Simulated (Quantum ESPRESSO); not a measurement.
Short convergence ladders for a (110) slab of CaPb (cut from a parent of space group no. 123; 4 atoms in the cell)

```xyz
4
Lattice="4.6506 0.0000 0.0000 0.0000 5.0692 0.0000 0.0000 0.0000 16.5346" Properties=species:S:1:pos:R:3 pbc="T T T"
Ca     0.0000     1.2673     7.0000
Pb     2.3253     3.8019     7.0000
Ca     0.0000     3.8019     9.5346
Pb     2.3253     1.2673     9.5346
```

Base method: PBEsol, GBRV 1.5 ultrasoft (PBESOL) pseudopotentials (plane waves; Quantum ESPRESSO).

Base settings: ecutwfc = 40 Ry; ecutrho = 200 Ry; occupations = smearing; smearing = gaussian; degauss = 0.0073499 Ry; potentials = {Ca: ca_pbesol_v1.uspp.F.UPF, Pb: pb_pbesol_v1.uspp.F.UPF}; K_POINTS = automatic 4 3 1 0 0 0; conv_thr = 1e-11 Ry; mixing_beta = 0.4.

The count of work is k-points × plane waves × bands × iterations; it is no time. Core times come from one kind of shared machine, to one figure; runs under 30 s give none.

**The vacuum**

The mesh stays at the base's, so the ladder's end is converged at best in this setting alone.

Only quantities that move along the ladder and can be compared are tabulated.

```tsv
vacuum between outermost atoms (Å)	free energy less the last step's (meV/atom)	largest difference of a force vector from the last step's (eV/Å)	count of work / last	core time / last (rough)
3.0	-130.37	0.966	0.14	–
5.0	-63.23	0.602	0.22	0.2
7.0	-7.12	0.202	0.29	0.2
14.0	-0.02	0.000	0.51	0.5
30.0	0.00	0.000	1.0	1
```

Smallest vacuum between outermost atoms (Å) that holds the forces within 0.005 eV/Å of the last step, with all finer ones: 14.0; the step before is off by 0.20 eV/Å.

Smallest vacuum between outermost atoms (Å) that holds the free energy within 5 meV/atom of the last step, with all finer ones: 14.0; the step before is off by 7.1 meV/atom.

**The k-point mesh**

Only quantities that move along the ladder and can be compared are tabulated.

| K_POINTS | free energy less the last step's (meV/atom) | largest difference of a force vector from the last step's (eV/Å) | count of work / last | core time / last (rough) |
|---|---|---|---|---|
| automatic 2 2 1 0 0 0 | 88.08 | 0.598 | 0.076 | 0.2 |
| automatic 3 3 1 0 0 0 | 4.05 | 0.221 | 0.076 | 0.2 |
| automatic 4 3 1 0 0 0 | -0.64 | 0.177 | 0.12 | 0.2 |
| automatic 5 4 1 0 0 0 | -2.83 | 0.075 | 0.17 | 0.2 |
| automatic 13 12 1 0 0 0 | 0.00 | 0.000 | 1.0 | 1 |

Coarsest K_POINTS that holds the forces within 0.02 eV/Å: not settled: the last two steps still differ by 0.075 eV/Å, over half the tolerance, so the ladder does not show it.

Coarsest K_POINTS that holds the free energy within 5 meV/atom: not settled: the last two steps still differ by 2.8 meV/atom, over half the tolerance, so the ladder does not show it.

**The plane-wave cutoff**

Moved along: ecutrho.

The mesh stays at the base's, so the ladder's end is converged at best in this setting alone.

Only quantities that move along the ladder and can be compared are tabulated.

| ecutwfc | free energy less the last step's (meV/atom) | largest difference of a force vector from the last step's (eV/Å) | count of work / last | core time / last (rough) |
|---|---|---|---|---|
| 20 Ry | 281.35 | 0.002 | 0.12 | – |
| 28 Ry | -4.78 | 0.027 | 0.22 | 0.2 |
| 40 Ry | 5.69 | 0.000 | 0.35 | 0.3 |
| 48 Ry | 2.72 | 0.001 | 0.46 | 0.4 |
| 80 Ry | 0.00 | 0.000 | 1.0 | 1 |

Coarsest ecutwfc that holds the forces within 0.005 eV/Å of the last step, with all finer ones: 40 Ry, at 0.35 of the last step's count of work and about 0.3 of the last step's time; the step before is off by 0.027 eV/Å.

Coarsest ecutwfc that holds the free energy within 2 meV/atom: not settled: the last two steps still differ by 2.7 meV/atom, over half the tolerance, so the ladder does not show it.

On the base run: the starting cell comes from a database of computed structures (which also holds hypothetical and non-ambient phases and stackings), without a prior relaxation at this level. The slab is cut from that crystal, and its faces are unrelaxed. Its lattice was rescaled by up to half a per cent. Without a gap this mesh is coarse (it stands for a supercell whose shortest in-plane vector is 15 Å).
